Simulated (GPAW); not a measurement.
GPAW run on Ag (Fm-3m, 1 atom in the cell): self-consistent single point.

Method of the run: PBE, GPAW PAW datasets PBE (gpaw-data 1.0.1) (plane waves; GPAW).

The change in words: lattice scaled by 0.98. Reference geometry:
```
Ag
1.0
    0.00000     2.04500     2.04500
    2.04500     0.00000     2.04500
    2.04500     2.04500     0.00000
Ag
1
Direct
  0.00000   0.00000   0.00000
```

Reference input (self-consistent single point, DFT PBE, plane waves, GPAW PAW datasets PBE (gpaw-data 1.0.1)): mode = pw; ecut = 600 eV; xc = PBE; kpts = 14 14 14; mesh shift (steps) = 0 0 0; occupations.name = methfessel-paxton; occupations.width = 0.1 eV; occupations.order = 0; nbands = -5; symmetry.symmorphic = false; symmetry.tolerance = 0.0005; maxiter = 100. This run's input differs from it in these lines:

```diff
@@ -5,5 +5,5 @@
 atoms = Atoms(['Ag'],
-              cell=[[0.000000, 2.045000, 2.045000],
-                    [2.045000, 0.000000, 2.045000],
-                    [2.045000, 2.045000, 0.000000]],
+              cell=[[0.000000, 2.004100, 2.004100],
+                    [2.004100, 0.000000, 2.004100],
+                    [2.004100, 2.004100, 0.000000]],
               positions=[[0.000000, 0.000000, 0.000000]],
```

Log, with long lists cut:

```
     iter     time        total  log10-change:
                         energy   eigst   dens
iter:   1 --:--:--    -3.074095
iter:   2 --:--:--    -3.013768   -2.45  -1.52
iter:   3 --:--:--    -2.833093   -2.41  -1.55
iter:   4 --:--:--    -2.814089   -4.03  -2.15
iter:   5 --:--:--    -2.807733   -3.30  -2.10
iter:   6 --:--:--    -2.807119c  -4.65  -2.94
iter:   7 --:--:--    -2.807149c  -6.50  -3.32
iter:   8 --:--:--    -2.807070c  -5.48  -3.22
iter:   9 --:--:--    -2.807070c  -7.10  -4.44c
iter:  10 --:--:--    -2.807070c  -8.04c -4.50c
Converged after 10 iterations.

Dipole moment: (0.000000, 0.000000, 0.000000) |e|*Ang

Energy contributions relative to reference atoms: (reference = -144597.826354)

Kinetic:         +2.074210
Potential:       -2.698030
External:        +0.000000
XC:              -2.352627
Entropy (-ST):   -0.000750
Local:           +0.169753
SIC:             +0.000000
--------------------------
Free energy:     -2.807445
Extrapolated:    -2.807070

Showing only first 2 kpts
 Kpt  Band  Eigenvalues  Occupancy
  0     6      4.08318    2.00000
  0     7      5.23388    2.00000
  0     8      5.23388    2.00000
  0     9     25.45539    0.00000

  1     6      4.16848    2.00000
  1     7      5.14030    2.00000
  1     8      5.27375    2.00000
  1     9     25.55379    0.00000

Fermi level: 9.02772

No gap
No difference between direct/indirect transitions
Energy (eV): -2.80707

Forces in eV/Ang:
  0 Ag    0.00000   -0.00000   -0.00000

Stress tensor:
    -0.077418    -0.000000     0.000000
    -0.000000    -0.077418     0.000000
     0.000000     0.000000    -0.077418
Stress (GPa, Voigt): [-12.4037 -12.4037 -12.4037   0.       0.      -0.    ]
```

The run converged in 10 iterations. GPAW prints stress with tension positive. Against the reference run the free energy goes up by 50.5 meV/atom and the pressure goes from 4.17 to 12.40 GPa.

The starting cell has typed, rounded lattice constants, without a prior relaxation at this level. For this run, on top of that: lattice scaled by 0.98. With a pressure of about 12 GPa the cell is away from its equilibrium volume at this level.
